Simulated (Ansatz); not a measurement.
Base system: HfS$_{2}$ in the CdI2 type structure (space group P-3m1, No. 164; a = 3.547 Å, c = 5.577 Å; layered, stacked along the Cartesian z axis).

Level of theory: PBEsol-D3(BJ) (Ansatz, a program for electronic structure), without spin-orbit coupling.

For the base:

The c/a ratio is 1.572. The band gap is 0.45 eV and the lattice parameter a comes out as 3.547 Å.

Now apply this change: a negative pressure, −1 GPa.

**Question.** How does this affect the c/a ratio, band gap and lattice parameter a?

**Answer.** The c/a ratio grows by 0.017, from 1.572 to 1.589; the band gap grows by 0.15 eV, from 0.45 eV to 0.60 eV; the lattice parameter a increases by 0.0175 Å to 3.565 Å.

With Hf present, leaving out spin-orbit coupling can change the band edges. Load acts through the strain it causes; cell and atoms are relaxed under it. Stability against distortions was not tested.
